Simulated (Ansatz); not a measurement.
Consider GaAs in the zinc blende structure (space group F-43m, No. 216; a = 5.667 Å).

The values are results of r2SCAN, PAW, 500 eV (Ansatz, a quantum-chemistry and plane-wave program; without spin-orbit coupling), not measurements.

Before the change:

```
Quantity            Result
-------------  -----------
Gap character  direct at Γ
Band gap           0.96 eV
Density         5.28 g/cm³
```

Now apply this change: a hydrostatic pressure of 9 GPa.

Question: What does the calculation give for the gap character, band gap and density after the change?

Answer: The gap character goes from direct at Γ to indirect, Γ → Γ–X (87 % along); the band gap grows by 0.60 eV (0.96 eV → 1.56 eV); the density goes up by 0.55 g/cm³ (5.28 g/cm³ → 5.83 g/cm³).

Load acts through the strain it causes; cell and atoms are relaxed under it. Stability against distortions was not tested. Tetrahedral semiconductors of this kind turn to denser phases somewhere between about 1 and 50 GPa; those were not computed, so compressed cells here can lie past the real transition.
